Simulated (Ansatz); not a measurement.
Surface energy of faces of tetragonal indium in PBE and in r2SCAN, in Ansatz (plane waves, PAW). Symmetric slabs relaxed with PBE from ideal cuts in 1x1 cells (the lowest computed cut and spin start of each face; real faces may reconstruct in larger cells); r2SCAN values are single points on them, with the bulk at the same level. No spin-orbit coupling, no U.

```tsv
face	PBE (J/m²)	r2SCAN (J/m²)
(001)	0.31	0.35
(100)	0.38	0.42
(101)	0.31	0.37
(102)	0.33	0.35
(110)	0.34	0.39
(112)	0.37	0.41
(201)	0.33	0.36
(203)	0.31	0.34
(211)	0.35	?
```

Fit a straight line y = a·x + b by least squares to the 8 complete rows (x: PBE (J/m²); y: r2SCAN (J/m²)).

the means are x̄ = 0.3350 and ȳ = 0.3738; Σ(x − x̄)² = 0.0052000 and Σ(x − x̄)(y − ȳ) = 0.0051500, so a = 0.990 and b = ȳ − a·x̄ = 0.042. The largest residual is 0.021.

What does the line predict for the withheld row, (211), and what did the calculation give?

the line gives 0.39; the calculation gave 0.38, a miss of -0.01, of the size of the fitted rows' scatter and rounding.

Ansatz is a first-principles code.
